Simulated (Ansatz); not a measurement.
## CaTiSe3 in the cubic perovskite structure (space group Pm-3m, No. 221; a hypothetical phase, not in the database extracts checked)

```
CaTiSe3
1.0
    4.92048     0.00000     0.00000
    0.00000     4.92048     0.00000
    0.00000     0.00000     4.92048
Ca Ti Se
1 1 3
Direct
  0.00000   0.00000   0.00000
  0.50000   0.50000   0.50000
  0.00000   0.50000   0.50000
  0.50000   0.50000   0.00000
  0.50000   0.00000   0.50000
```

Computed with PBEsol, PAW, 420 eV (Ansatz, a first-principles code; scalar-relativistic without spin-orbit coupling). k-mesh 10×10×10 (Γ-centred); smearing 0.05 eV (Fermi–Dirac).

```json
{
  "volume_per_atom": "23.83 Å³",
  "density": "4.53 g/cm³",
  "band_gap": "zero",
  "total_energy": "-4109.200 eV/atom (σ→0; compares only within this code and set-up)"
}
```

No phonon test of stability was made. The final runs are not spin-polarised. Many cubic perovskites are stable only at high temperature; tilts and polar distortions were not tested. CaTiSe3 has a high density of states at the Fermi level and may be magnetic at this level.
